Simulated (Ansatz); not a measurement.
A calculation on fluorite AuAl2 returned lattice constant a 6.061 Å, bulk modulus 105 GPa.

**Question.** Which level of theory produced these numbers?
A) PBEsol+SOC (Ansatz (a first-principles code))
B) PBE (Ansatz)
C) LDA (Ansatz)
D) r²SCAN+SOC (Ansatz)

**Answer.** B, PBE (Ansatz)

The others give: PBEsol+SOC 5.989 Å, 118 GPa; LDA 5.956 Å, 121 GPa; r²SCAN+SOC 5.995 Å, 121 GPa.

Unless a cell is named, each level is at its own relaxed cell (LDA 17.61, PBE 18.55, PBEsol+SOC 17.90, r²SCAN+SOC 17.96 Å³/atom).

Ansatz's density-functional and Hartree–Fock values are scalar-relativistic unless marked +SOC, with PAW data made under PBE.
